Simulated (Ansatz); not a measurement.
Base system: C in the diamond structure (space group Fd-3m, No. 227; a = 3.5603 Å).

Calculations: Ansatz (a first-principles code) r2SCAN, no SOC.

Base values:

The volume per atom comes out as 5.64 Å³. The band gap is 4.36 eV.

Modification: a negative pressure, −2 GPa.

Question: What does the calculation give for the volume per atom and band gap after the change?

Answer: The volume per atom increases by 0.03 Å³ (5.64 Å³ → 5.67 Å³); the band gap decreases by 0.01 eV to 4.35 eV.

Load acts through the strain it causes; cell and atoms are relaxed under it. No phonon test of stability was made.
